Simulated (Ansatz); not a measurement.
Structure of amorphous Si36Ge36 (periodic cell):

```xyz
72
Lattice="11.6467 0.0000 0.0000 0.0000 11.6467 0.0000 0.0000 0.0000 11.6467" Properties=species:S:1:pos:R:3 pbc="T T T"
Si     4.1223     9.7572    10.2511
Si    11.0426    10.7650     3.6494
Si     5.0086     1.1497     1.3749
Si     9.4479     6.2849     8.3471
Si     3.3763    10.3087     6.4411
Si     7.8175     7.0869     6.8191
Si     3.9684     1.9631     5.5067
Si     8.2644     6.2505    10.3629
Si     2.5674     2.4600     7.5369
Si     7.5832     1.6703     4.2835
Si     8.3679     8.5794    10.8554
Si     8.8359    10.3926     2.8382
Si     5.0198     0.2532     7.1253
Si     2.5265     0.1283     4.8006
Si    11.3554     5.8767     1.8430
Si     9.3299     8.6415     1.3518
Si     6.0832    10.3602     8.7952
Si     5.5013     4.5445     3.4488
Si     4.5305     8.3472     5.8336
Si     7.1961     9.6968     4.3488
Si    11.0657     1.6348     9.5461
Si     9.6268    10.0092     9.5232
Si     8.8536     6.5170     4.2477
Si     5.9640     8.2283     7.7310
Si     3.4450    10.9876     0.6208
Si     2.6114     6.6582     8.2507
Si    11.6401     8.1407     1.3566
Si     9.5198     5.2321     0.5100
Si    11.0384     5.6316     4.2069
Si     5.3988     2.1734     3.5440
Si     8.3563     3.2307     0.6424
Si    10.8406     8.1417     8.8962
Si     9.0608     1.9670     8.3096
Si     8.0093     6.8034     2.0764
Si     5.1320     8.9198     3.6049
Si     5.9352     5.6179    10.6497
Ge     3.2019    10.3357     2.9508
Ge     0.8697     0.7363     7.8143
Ge     7.1636     5.0639     5.4061
Ge     1.4107     2.2076     1.8951
Ge     9.1514     8.6616     5.4533
Ge     8.6911     3.0672     5.9294
Ge     5.5807     3.6833     9.1737
Ge     1.0861     7.2446     5.1090
Ge     7.0112     0.5002     0.1579
Ge     4.1499     1.5970     9.1842
Ge     4.9898     4.1692     6.6041
Ge     6.5868     4.8170     1.2757
Ge     3.2277     5.5138     3.3708
Ge     3.0691     1.6546     0.0125
Ge     7.0660    11.5329     5.8268
Ge     8.2511    11.3317     8.0200
Ge     6.3608     9.7091    11.5047
Ge     2.1561    10.3024     8.5669
Ge    10.8322     4.2915     7.9097
Ge     1.0295     8.3110     7.4542
Ge     8.6557     1.2173     2.0762
Ge     2.8222     4.0766    10.7169
Ge     7.5598     2.4246    10.1637
Ge     1.7234     4.6568     1.3733
Ge     3.3549     6.2334     5.9441
Ge     0.7030     8.9968    10.7751
Ge     2.0847     3.1690     4.1514
Ge     4.5183     7.3746     9.5897
Ge    11.2234     3.4529     5.4696
Ge     0.1787     0.7209     5.3682
Ge    11.1094     0.6270     1.6957
Ge     5.6602     7.6667     1.5458
Ge    11.5161     3.8824    10.5365
Ge     1.0807     9.0230     3.3287
Ge    11.1505    11.2969    10.9790
Ge     1.6268     4.5014     8.4729
```

Computed with PBE, scalar-relativistic without spin-orbit coupling (plane waves to 420 eV, PAW; Ansatz, a program for electronic structure).

It comes from a melt-quench run on a machine-learned potential (CHGNet), relaxed afterwards by DFT. The hot cell started wider than the set density and was brought back towards it in steps. It is the lowest in DFT energy of 4 quenches. It is a model cell: composition and starting density were chosen by hand, and all elements were melted together. No dispersion term was used. Its density started from a set value of 3.65 and ended at 3.81 g/cm³. Cooling (nominally 100 K/ps over its main leg) ran many orders faster than in experiment, which tends to leave more defects and strain. One small periodic cell is one sample of the glass; other quenches scatter about these values. The volume was free in the relaxation, at fixed shape. Stress components on the final sampling reach 1.5 GPa. On a 2×2×2 Γ-centred mesh force components of up to 0.24 eV/Å stay, since the relaxation ran on one k-point at (1/4, 1/4, 1/4).

Neighbours within Si-Si 2.72 Å, Si-Ge 2.78 Å, Ge-Ge 2.85 Å count as bonded.

Give the coordination numbers, mean bond lengths and angles.


```
Property                                                Value
-----------------------  ------------------------------------
Mean coordination of Si  4.14 (32 with 4, 3 with 5, 1 with 6)
Mean coordination of Ge  4.03 (5 with 3, 25 with 4, 6 with 5)
Mean Si-Si bond          2.399 Å (spread 0.075 Å, 41 counted)
Mean Ge-Ge bond          2.612 Å (spread 0.087 Å, 39 counted)
Mean Si-Ge bond          2.479 Å (spread 0.068 Å, 67 counted)
Bond angle at Si                    mean 107.9°, spread 17.3°
Bond angle at Ge                    mean 106.7°, spread 20.2°
```

What Bader charges do the atoms carry, from a run on one k-point at (1/4, 1/4, 1/4)?

Means (range): Si +0.06 e (-0.12 to +0.19), Ge -0.06 e (-0.21 to +0.13).
```
atom  charge (e)
----  ----------
Si1        +0.08
Si2        +0.11
Si3        -0.03
Si4        +0.07
Si5        -0.02
Si6        +0.05
Si7        -0.03
Si8        +0.05
Si9        +0.10
Si10       +0.08
Si11       +0.03
Si12       +0.01
Si13       +0.01
Si14       +0.09
Si15       +0.11
Si16       -0.02
Si17       +0.02
Si18       +0.09
Si19       +0.05
Si20       +0.08
Si21       +0.11
Si22       +0.12
Si23       +0.04
Si24       +0.02
Si25       +0.07
Si26       +0.19
Si27       +0.06
Si28       -0.05
Si29       +0.05
Si30       +0.05
Si31       +0.12
Si32       +0.04
Si33       +0.12
Si34       -0.12
Si35       +0.10
Si36       +0.18
Ge37       -0.08
Ge38       -0.08
Ge39       -0.17
Ge40       -0.03
Ge41       -0.06
Ge42       -0.02
Ge43       -0.09
Ge44       +0.02
Ge45       -0.02
Ge46       -0.01
Ge47       +0.13
Ge48       -0.07
Ge49       -0.02
Ge50       -0.12
Ge51       -0.18
Ge52       -0.10
Ge53       -0.11
Ge54       -0.03
Ge55       -0.05
Ge56       -0.11
Ge57       -0.15
Ge58       +0.11
Ge59       -0.09
Ge60       -0.08
Ge61       -0.12
Ge62       +0.05
Ge63       +0.04
Ge64       -0.12
Ge65       -0.01
Ge66       -0.02
Ge67       -0.02
Ge68       +0.03
Ge69       +0.01
Ge70       -0.10
Ge71       -0.12
Ge72       -0.21
```
